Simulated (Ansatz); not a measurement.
## What biaxial strain +2.46 %, plane normal [110], relaxed out of plane does to TiN

The parent structure is TiN in the rock salt structure (space group Fm-3m, No. 225; a = 4.204 Å). Axes: x, y, z lie along the cube axes.

It is then changed as follows: biaxial strain +2.46 %, plane normal [110], relaxed out of plane (Cartesian); in-plane vectors clamped, the third vector and the atoms free.

The values are results of PBEsol/PAW in Ansatz (a first-principles code), no spin-orbit coupling, not measurements. Settings: 19×19×19 k-points, 0.05 eV Fermi–Dirac smearing.

The shortest interatomic distance increases by 0.011 Å to 2.113 Å and the energy rises by 21 meV/atom. The pressure (mean of the normal stresses, compression positive) goes from zero to -9.3 GPa and the band gap stays zero. The out-of-plane strain comes out as -1.44 % (rough) and the mean in-plane stress (compression positive) is -13.9 GPa (rough).

A biaxial case was relaxed in a doubled cell and then solved in the primitive one. Without a gap, meshes like the base's 19×19×19 leave anisotropic stresses uncertain by several tenths of a GPa, and small strain energies with them. Whether these cells are dynamically stable was not tested. The final runs are not spin-polarised. An odd electron count without spin: TiN.
